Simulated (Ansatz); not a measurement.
Abridged Ansatz (a first-principles code) output:

```
Relaxation: its limit of steps is 50 (relax.max_steps)
Pseudopotential: P, paw, valence charge 5
Crystal: 4 atoms, lattice volume = 75.816 Å³
Basis set: ecut = 500 eV, 1907 PW (Γ), exchange–correlation on 96×160×144 points (64 copies of the dense FFT grid, shifted against one another)
Bands: 14, of which v1, the nominal top of the filled ones, is band 10 counted from 1 (9 counted from 0)
Symmetry: 8 space group operations
k-points: 155 of 800
Functional: x = r2scan, c = r2scan + rvv10(b = 11.95, C = 0.0093); τ floored in thin density (d = 2e-4 eV/Å³)
SCF iter   1: F=—  HF=-3034.570984 eV  |F-HF|=—  |Δ(HF+E_count)|=         —  Δρ=4.52e-3  dr2=1.88e-2  dr2_τ=3.83e-2  ethr=1.77e-3  ⟨swp⟩=7.5  Hψ=16270  notcnv=0
SCF iter   2: F=—  HF=-3034.608085 eV  |F-HF|=—  |Δ(HF+E_count)|=   3.71e-2  Δρ=2.90e-3  dr2=7.03e-3  dr2_τ=1.10e-4  ethr=9.38e-5  ⟨swp⟩=3.0  Hψ=5928  notcnv=0
SCF 1 converged in 7 iterations: F = -3034.606897 eV  dr2 = 4.63e-8
relax step   1: F+E_penalty+E_count = -3034.60689689 eV  Δ(F+E_penalty+E_count) = +0.000e0 eV  max|allowed force component| = 4.342e-1 eV/Å  Δτ_max = 0.0000 Å  P = +3.761 GPa  Ω = 75.816 Å³  fix = [a, b, gamma]  reactions: a +5.259, b +5.512 GPa; gamma +0.078 GPa/rad  (7 SCF iters, dr2 threshold 1.00e-7 eV, accepted)
[... steps on the carried basis left out ...]
relax step   4: F+E_penalty+E_count = -3034.62809729 eV  Δ(F+E_penalty+E_count) = -4.961e-5 eV  max|allowed force component| = 9.964e-4 eV/Å  Δτ_max = 0.0011 Å  P = +2.346 GPa  Ω = 76.053 Å³  energy of the carried Pulay correction = -2.606e-5 eV  fix = [a, b, gamma]  reactions: a +4.956, b +2.081 GPa; gamma -0.888 GPa/rad  (4 SCF iters, dr2 threshold 2.31e-8 eV, accepted)
Crystal: 4 atoms, lattice volume = 76.053 Å³
SCF iter   1: F=—  HF=-3034.628125 eV  |F-HF|=—  |Δ(HF+E_count)|=         —  Δρ=3.49e-6  dr2=7.61e-9  dr2_τ=1.37e-9  ethr=9.67e-7  ⟨swp⟩=4.0  Hψ=23573  notcnv=0
SCF iter   2: F=—  HF=-3034.628124 eV  |F-HF|=—  |Δ(HF+E_count)|=   3.40e-7  Δρ=2.29e-6  dr2=4.11e-9  dr2_τ=2.25e-10  ethr=3.81e-11  ⟨swp⟩=4.5  Hψ=6201  notcnv=0
SCF 5 converged in 6 iterations: F = -3034.628124 eV  dr2 = 7.91e-14
SCF converged after 6 iterations
Free energy (F): -3034.628124 eV
Internal energy: -3034.626797 eV  (E = F + TS)
E sigma→0 (E₀):  -3034.627460 eV
Entropy (-TS):   -0.001327 eV (-0.332 meV/atom)
Fermi energy:    7.777002 eV
--- Forces (eV/Å), atoms counted from 1 ---
  atom   1  P     -0.00000000     0.00099520     0.00069261
  atom   2  P      0.00000000    -0.00099520    -0.00069261
  atom   3  P      0.00000000     0.00099520    -0.00069261
  atom   4  P     -0.00000000    -0.00099520     0.00069261
--- Stress (GPa, compression-positive) ---
        5.387700       0.000000      -0.000000
        0.000000       1.649753       0.000000
       -0.000000       0.000000       0.000153
  P = ⅓ Tr σ = 2.3459 GPa (23.459 kbar)
--- Relaxed structure (4 steps of the walk, 4 accepted, 1 SCFs on fresh bases) ---
  cell:  # Å, volume = 76.0531 Å³
    - [3.2176290962, 6.794201354318898e-96, 3.8068314515134234e-33]
    - [1.6088145481, 5.2085379123, 9.0591760327613e-19]
    - [5.3522248998446754e-33, 7.868275445683369e-19, 4.5380084914460905]
  atoms:
    - { symbol: P, position: [0.3986828554577844, 0.202634289084431, 0.5860525309857738] }
    - { symbol: P, position: [0.6013171445422154, 0.7973657109155688, 0.41394746901422624] }
    - { symbol: P, position: [0.8986828554577845, 0.202634289084431, 0.9139474690142265] }
    - { symbol: P, position: [0.10131714454221552, 0.7973657109155688, 0.08605253098577377] }
```

What was computed, and what are the main results?

P, 4 atoms in the cell, with r2SCAN+rVV10 in Ansatz (plane waves to 500 eV, PAW, scalar-relativistic without spin-orbit coupling). The last SCF converged to F = -3034.628124 eV, or -758.6570 eV per atom, at a pressure of 2.35 GPa. The total energy compares only with runs of the same code, potentials and settings.

A case with no gap was solved on a k-mesh chosen for an insulator, which is coarse for it. The cells carry an imposed strain or load. Stability against distortions was not tested. The cell was made from P in the black-P type structure (space group Cmce, No. 64; layered, stacked along the Cartesian y axis) by this change: biaxial strain −2.56 %, plane normal [001], relaxed out of plane.

Keys are those of Ansatz 0.2.
